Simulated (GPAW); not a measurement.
Band structure of Ca3In (Fm-3m, 4 atoms in the cell).

```yaml
crystal:
  lattice:
    - [0.00000, 4.03612, 4.03612]
    - [4.03612, 0.00000, 4.03612]
    - [4.03612, 4.03612, 0.00000]
  atoms:
    - { symbol: Ca, position: [0.25000, 0.25000, 0.25000] }
    - { symbol: Ca, position: [0.75000, 0.75000, 0.75000] }
    - { symbol: Ca, position: [0.50000, 0.50000, 0.50000] }
    - { symbol: In, position: [0.00000, 0.00000, 0.00000] }
```

Method of the run: LDA (Perdew-Wang 92), GPAW PAW datasets LDA (gpaw-data 1.0.1) (plane waves; GPAW).

Settings: mode = pw; ecut = 600 eV; xc = LDA; kpts = 5 5 5; mesh shift (steps) = 0 0 0; occupations.name = fermi-dirac; occupations.width = 0.1 eV; nbands = -12; convergence.density = 1e-05 e/electron; symmetry.symmorphic = false; symmetry.tolerance = 0.0005; maxiter = 150; bandpath_npoints = 40.

The starting cell comes from a database of computed structures (which also holds hypothetical and non-ambient phases and stackings), without a prior relaxation at this level.

Levels in eV from the Fermi level, bands 18 to 25:
```json
[
 {"point": "Γ", "18": "-6.08", "19": "-0.52", "20": "-0.52", "21": "-0.52", "22": "0.27", "23": "0.31", "24": "0.31", "25": "0.94"},
 {"point": "X", "18": "-4.97", "19": "-2.59", "20": "-1.09", "21": "-0.62", "22": "-0.62", "23": "-0.50", "24": "1.43", "25": "1.43"},
 {"point": "W", "18": "-4.93", "19": "-2.02", "20": "-2.02", "21": "-1.66", "22": "0.16", "23": "0.88", "24": "0.88", "25": "1.40"},
 {"point": "K", "18": "-4.96", "19": "-2.30", "20": "-2.06", "21": "-0.66", "22": "-0.57", "23": "0.75", "24": "1.09", "25": "1.50"},
 {"point": "L", "18": "-5.17", "19": "-3.01", "20": "-0.71", "21": "-0.71", "22": "0.75", "23": "0.75", "24": "0.91", "25": "0.91"},
 {"point": "U", "18": "-4.96", "19": "-2.30", "20": "-2.06", "21": "-0.66", "22": "-0.57", "23": "0.75", "24": "1.09", "25": "1.50"}
]
```

Bands cross the Fermi level along this path, so the cell is metallic at this level.
